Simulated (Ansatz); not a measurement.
Take PbS in the rock salt structure (space group Fm-3m, No. 225; a = 5.903 Å) as the base.

All numbers come from PBEsol in Ansatz (plane waves to 420 eV, PAW, without spin-orbit coupling), earlier PAW set.

Base values:

```
Item         Result
-------  ----------
Density  7.73 g/cm³
```

It is then changed as follows: every S is replaced by Pt, then cell and atoms are relaxed.

Tabulated Pauling electronegativity and covalent radius: S 2.58, 1.05 Å; Pt 2.28, 1.36 Å.

**Question.** What does the calculation give for the density after the change?

**Answer.** The density rises by 7.375 g/cm³, from 7.73 g/cm³ to 15.10 g/cm³.

No phonon test of stability was made. As relaxed here, PtPb is a hypothetical phase, not in the database extracts checked. All final runs are without spin polarisation.

Ansatz is a quantum-chemistry and plane-wave program.
